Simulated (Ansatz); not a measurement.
**A computed series for Ag: element substitutions**

The parent structure is Ag in the hcp (Mg type) structure (space group P6_3/mmc, No. 194; a = 2.903 Å, c = 4.750 Å).

Each row replaces one element on all its sites; cell and atoms are relaxed.

All numbers come from r2SCAN (Ansatz, a quantum-chemistry and plane-wave program; PAW; 500 eV plane waves; no spin-orbit coupling), earlier PAW set.

```
change   c/a ratio  shortest interatomic distance
-------  ---------  -----------------------------
base         1.636                       290.3 pm
Ag → Cu      1.651                       252.2 pm
Ag → Pd      1.684                       274.2 pm
Ag → Au      1.684                       289.0 pm
```

Stability against distortions was not tested. For Cu and Pd in this form, whether it has been made was not checked. All final runs are without spin polarisation. Pd has a high density of states at the Fermi level and may be magnetic at this level. This is not the structure that Cu has at room temperature and ambient pressure. This is not the structure that Ag has at room temperature and ambient pressure. This is not the structure that Pd has at room temperature and ambient pressure. This is not the structure that Au has at room temperature and ambient pressure.
